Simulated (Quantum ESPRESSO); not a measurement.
# Pressure against volume in diamond-structure C (space group 227) (Quantum ESPRESSO, PBE)

```xyz
2
Lattice="0.0000 1.7518 1.7518 1.7518 0.0000 1.7518 1.7518 1.7518 0.0000" Properties=species:S:1:pos:R:3 pbc="T T T"
C      1.7518     1.7518     1.7518
C      2.6277     2.6277     2.6277
```

Method: PBE, PSlibrary PAW (PBE) pseudopotentials (plane waves; Quantum ESPRESSO 7.5). Settings: ecutwfc = 58 Ry; ecutrho = 464 Ry; occupations = smearing; smearing = fermi-dirac; degauss = 0.000734986 Ry; potentials = {C: C.pbe-n-kjpaw_psl.1.0.0.UPF}; K_POINTS = automatic 16 16 16 0 0 0; conv_thr = 1e-10 Ry; mixing_beta = 0.4. The cell above is the first row's. The rows scale it uniformly. In all rows fractional positions and the k mesh are held.

```csv
V (Å^3/atom),P (GPa)
5.376,28.08
5.493,16.98
5.610,6.91
5.726,-2.24
5.843,-10.54
5.960,-18.08
6.077,-24.92
6.194,-31.12
6.311,?
```

Fit P of the 8 rows that show it with a cubic. With u = V - 5.78, the rows have u = -0.40400, -0.28700, -0.17000, -0.05400, 0.06300, 0.18000, 0.29700, 0.41400. Least squares gives P = -6.159 - 71.420·u + 29.986·u² - 7.470·u³. Residuals (row less fit): -0.001, -0.005, 0.024, -0.026, 0.001, 0.007, 0.001, -0.003; standard error 0.018 (degrees of freedom: 4). The fitted pressure is zero at V0 = 5.697, where dP/dV = -76.57, so B0 = -V0·dP/dV = 436 GPa.

Task: Predict the withheld P at V = 6.311 from the fit, and compare with the calculation.

Result: u = 0.53100, so P = -6.159 - 71.420 × 0.53100 + 29.986 × 0.53100² - 7.470 × 0.53100³ = -36.747 GPa. The calculation gives -36.75 GPa, which the fit meets to the printed digits. The row lies outside the fitted rows, so this is an extrapolation. From the scatter of the fitted rows alone, a prediction at this place has a standard error of 0.049 GPa, so the miss is 0.1 times that.

Carrying the step between the two nearest rows on in a straight line would have given -37.32, off by 0.57; series whose last step already gives the withheld value aren't shown. The scan was laid around a cell of about the measured size, scaled by a guess for this functional. The runs keep the symmetry of the cell, so they don't test it for distortions. Cutoffs and mesh are single choices, not tested for convergence of this quantity. Series with a scatter that would blur these digits, or in which a gap closes, are not shown.
